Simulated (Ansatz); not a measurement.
The starting structures come from a database of crystals and need not be the phases stable at ambient conditions.

 Where the default PAW files enter, the runs use the earlier of Ansatz's two default sets.

Inside the gap of an insulator the Bloch states are evanescent, with a wavenumber k + iκ along the transport direction.

Here is the system:

```xyz
12
Lattice="4.7335 0.0000 0.0000 1.4813 4.4957 0.0000 0.7940 0.5744 7.7795" Properties=species:S:1:pos:R:3 pbc="T T T"
Pd     2.7637     0.2872     3.8897
Pd     0.7407     2.2479     0.0000
S      5.0795     0.7757     5.8346
S      1.9293     4.2944     1.9449
O      6.0611     3.9012     6.0832
O      0.9476     1.1689     1.6963
O      1.8037     0.8214     5.5861
O      5.2050     4.2487     2.1934
O      2.6513     3.7824     3.1344
O      4.3575     1.2877     4.6450
O      2.1897     3.4485     0.7553
O      4.8191     1.6216     7.0242
```

Space group of this cell: C2/c. The cell is taken as given; by r2SCAN its mean pressure is 1.3 GPa.

Transport runs along the normal of the first two printed cell vectors.

The gap is the functional's own. No spin-orbit coupling. Mid-gap values are interpolated on the energy grid.

State the band gap and the smallest decay constant κ at mid-gap according to r2SCAN (Ansatz, a quantum-chemistry and plane-wave program).

Gap 1.46 eV on a 8×8×4 mesh; κ = 0.407 1/Å, at (0.375, 0.375) of the in-plane reciprocal vectors. At the zone centre, at the nearest computed energy, the slowest state has κ = 0.47 1/Å.
